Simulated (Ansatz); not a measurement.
The reference is Zr in the hcp (Mg type) structure (space group P6_3/mmc, No. 194; a = 3.244 Å, c = 5.158 Å; relaxed with 0.1 eV smearing). Axes: x lies along a and z along c of the hexagonal cell.

Level of theory: Ansatz (a first-principles code) r2SCAN, no SOC.

The change: uniaxial strain ε_xx = −3.00 %, all other strain components held at zero, atoms relaxed at fixed cell.

What does the calculation give for the energy relative to the base after the change?

The energy increases by 10 meV/atom.

Estimate the effect on the stress.

The stress (xx, yy, zz, yz, xz, xy; compression positive) amounts to (4.7, 2.2, 2.0, 0.0, 0.0, 0.0) GPa.

What happens to the largest internal atomic displacement?

The largest internal atomic displacement comes out as 0.035 Å.

Whether these cells are dynamically stable was not tested. The final runs are not spin-polarised.
